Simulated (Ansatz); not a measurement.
The reference is ZnO in the wurtzite structure (space group P6_3mc, No. 186).

Space group P6₃mc (No. 186); a = 3.2795 Å, b = 3.2795 Å, c = 5.2937 Å, α = 90.00°, β = 90.00°, γ = 120.00°

```json
[
 {"atom": "Zn", "site": "2b", "symmetry": "3m.", "x": "0.3333", "y": "0.6667", "z": "0.0015"},
 {"atom": "O", "site": "2b", "symmetry": "3m.", "x": "0.3333", "y": "0.6667", "z": "0.3805"}
]
```

Computed with Kohn–Sham DFT with the PBE functional, run in Ansatz (a first-principles code) with PAW and 420 eV plane waves, spin-orbit coupling left out.

Base values:

The density is 5.48 g/cm³ and the band gap comes out as 0.74 eV. The valence-band top at Γ is 0.00, 0.00, -0.08 eV and the electron mass is 0.14 mₑ (at Γ).

It is then changed as follows: a negative pressure, −2 GPa.

### Question
What happens to the density, band gap, valence-band top at Γ and electron mass?

### Answer
The density shrinks by 0.087 g/cm³ (5.48 g/cm³ → 5.40 g/cm³); the band gap decreases by 0.02 eV (0.74 eV → 0.72 eV); the valence-band top at Γ (three highest levels, from the VBM) becomes 0.00, 0.00, -0.07 eV (base: 0.00, 0.00, -0.08 eV); the electron mass changes from 0.14 mₑ (at Γ) to 0.13 mₑ (at Γ).

Load acts through the strain it causes; cell and atoms are relaxed under it. Masses are band curvatures over ±0.01 Å⁻¹ around the edge. No phonon test of stability was made.
